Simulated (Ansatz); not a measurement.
Start from MgS in the rock salt structure (space group Fm-3m, No. 225; a = 5.182 Å). Axes: x, y, z lie along the cube axes.

Modification: the cell is compressed by 4.26 % along y with no lateral relaxation, atoms relaxed at fixed cell.

Levels (all Ansatz, a quantum-chemistry and plane-wave program, PAW): PBEsol (420 eV, without spin-orbit coupling); r2SCAN (500 eV, spin-orbit coupling left out).

The geometry is relaxed with PBEsol.

| Quantity | Result |
|---|---|
| PBEsol gap character | indirect, Γ → M |
| PBEsol lowest conduction level above the VBM at special points | M 2.61 eV; X 2.85 eV; S₀ 3.52 eV; S 3.52 eV |
| PBEsol width of the top valence band | 2.82 eV |
| PBEsol electron mass | 0.49 mₑ along k, 0.31 mₑ across (at M) |

With r2SCAN at the same geometry, the gap character stays indirect, Γ → M; the lowest conduction level above the VBM at special points changes from M 2.61 eV; X 2.85 eV; S₀ 3.52 eV; S 3.52 eV to M 3.37 eV; X 3.62 eV; S₀ 4.27 eV; S 4.27 eV; the width of the top valence band falls by 0.04 eV, from 2.82 eV to 2.78 eV; the electron mass becomes 0.50 mₑ along k, 0.32 mₑ across (at M) (PBEsol: 0.49 mₑ along k, 0.31 mₑ across (at M)).

Single points use the geometry relaxed with PBEsol. The cells carry an imposed strain or load. Effective masses come from finite differences of ±0.01 Å⁻¹. Along k means along the line from Γ to the band edge. No phonon test of stability was made. The base started in P3_121 and relaxed to Fm-3m at this level. Labels are those of the standard path for the cell's own space group.
